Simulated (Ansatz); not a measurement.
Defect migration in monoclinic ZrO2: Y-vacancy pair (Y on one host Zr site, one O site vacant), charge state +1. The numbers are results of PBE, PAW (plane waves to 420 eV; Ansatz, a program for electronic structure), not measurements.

Settings: 96 host sites, the relaxed PBE lattice, the Γ point alone, smearing 0.01 eV, spin-restricted, no image-charge correction. Energies are static. The charge state is imposed; whether it is stable for some Fermi level was not computed. Forms of the defect that were not tried may lie lower. The start lies 0.067 eV above the lowest site run (PBE).

Barriers: single points on a 2×2×2 k-point mesh shifted by half a step at the bands' geometries.

The step: one O atom jumps into the vacancy from a nearby O site (Y-vacancy distance between ideal sites 2.06 → 2.17 Å). Atoms about the jump, Cartesian Å from the middle of the jump, before and after:

```
atom     x0     y0     z0     x1     y1     z1
----  -----  -----  -----  -----  -----  -----
O1     0.18   0.35  -1.28  -0.18  -0.35   1.28
Zr2   -2.09  -1.52   0.92  -1.86  -1.42   0.99
Y3     1.15   1.34   0.49   1.07   1.33   0.66
O4    -2.55   0.03  -0.43  -2.54   0.12  -0.46
Zr5    1.51  -0.96  -2.10   1.67  -1.13  -2.22
O6    -0.64  -2.77   0.18  -0.67  -2.95   0.26
O7     2.74   0.04  -0.50   2.42   0.05  -0.62
O8    -0.80   2.26   0.28  -0.77   2.32   0.05
O9    -0.16  -2.17  -2.50  -0.20  -1.97  -2.30
Zr10  -1.43   1.63  -1.67  -1.68   1.79  -1.73
O11    2.16  -2.47  -0.68   2.20  -2.52  -0.69
```

Predict the transition state.


```csv
atom,x,y,z
O1,-0.12,-0.41,-0.04
Zr2,-1.74,-1.35,0.76
Y3,1.08,1.32,0.59
O4,-2.67,0.15,-0.50
Zr5,1.55,-1.09,-2.06
O6,-0.71,-3.06,0.25
O7,2.60,0.06,-0.54
O8,-0.79,2.35,0.11
O9,-0.18,-2.15,-2.42
Zr10,-1.65,1.75,-1.69
O11,2.17,-2.52,-0.63
```
It lies 0.83 eV above the start and 0.79 eV above the end. The saddle point's order was not checked.
